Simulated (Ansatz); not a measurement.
System: ScOF (P4/nmm, No. 129, 6 atoms in the cell; start mp-989178). Method: dielectric-dependent PBEsol hybrid in Ansatz (plane waves, PAW).

Settings: plane-wave cutoff 460 eV, 6×6×4 k mesh (along the axes of the cell as run), Fermi–Dirac smearing 0.01 eV, scalar-relativistic PAW data made under PBE.

Cell (relaxed with PBEsol):

Space group P4/nmm, origin choice 1 (No. 129); a = b = 3.578 Å, c = 5.094 Å, α = β = γ = 90.00°

```tsv
atom	site	symmetry	x	y	z
Sc	2c	4mm	0.0000	0.5000	0.2927
O	2b	-4m2	0.5000	0.5000	0.5000
F	2a	-4m2	0.0000	0.0000	0.0000
```

Q: Estimate the band gap, smallest direct gap on the k points sampled and direct gap at Γ that the calculation returns.

A: 
- band gap: 7.08 eV (indirect)
- smallest direct gap on the k points sampled: 7.15 eV
- direct gap at Γ: 7.33 eV

Note: cell and atoms aren't relaxed at this level (largest force component 0.19 eV/Å, pressure -2.5 GPa).

Static lattice: no zero-point or thermal effects.

It cost around 2.3 core-minutes (rough) of CPU time.

A start named mp-… is a Materials Project structure, which need not be a measured phase.

Ansatz is a first-principles code.
